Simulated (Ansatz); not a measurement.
Hypothetical zinc blende YSb: pressure series

Take YSb in the zinc blende structure (space group F-43m, No. 216; a = 6.951 Å; a hypothetical phase, not in the database extracts checked) as the base.

Cell and atoms are relaxed at each pressure.

Levels (all Ansatz, a quantum-chemistry and plane-wave program, PAW): PBE (420 eV, no spin-orbit coupling); r2SCAN (500 eV, no spin-orbit coupling).

The base cell above is that of PBE; each level relaxes its own structures.

```tsv
case	shift of the gap caused by the change, PBE	shift of the gap caused by the change, r2SCAN
pressure −2 GPa	+0.05 eV	+0.05 eV
pressure −1 GPa	+0.03 eV	?
pressure 0.9 GPa	-0.02 eV	-0.02 eV
pressure 2.1 GPa	-0.05 eV	?
pressure 4.5 GPa	-0.12 eV	?
pressure 9 GPa	-0.23 eV	-0.21 eV
pressure 15 GPa	-0.37 eV	-0.35 eV
pressure 22.5 GPa	-0.54 eV	?
pressure 30 GPa	-0.71 eV	-0.67 eV
```

Some entries are withheld; estimate them.


- pressure −1 GPa, shift of the gap caused by the change, r2SCAN: +0.02 eV
- pressure 2.1 GPa, shift of the gap caused by the change, r2SCAN: -0.05 eV
- pressure 4.5 GPa, shift of the gap caused by the change, r2SCAN: -0.11 eV
- pressure 22.5 GPa, shift of the gap caused by the change, r2SCAN: -0.51 eV

The two levels differ by at most about 0.04 eV. They put the cases in the same order.

Spin-orbit coupling, missing from the scalar runs, can matter with Sb. Load acts through the strain it causes; cell and atoms are relaxed under it. Stability against distortions was not tested. No other phases were tried under pressure.
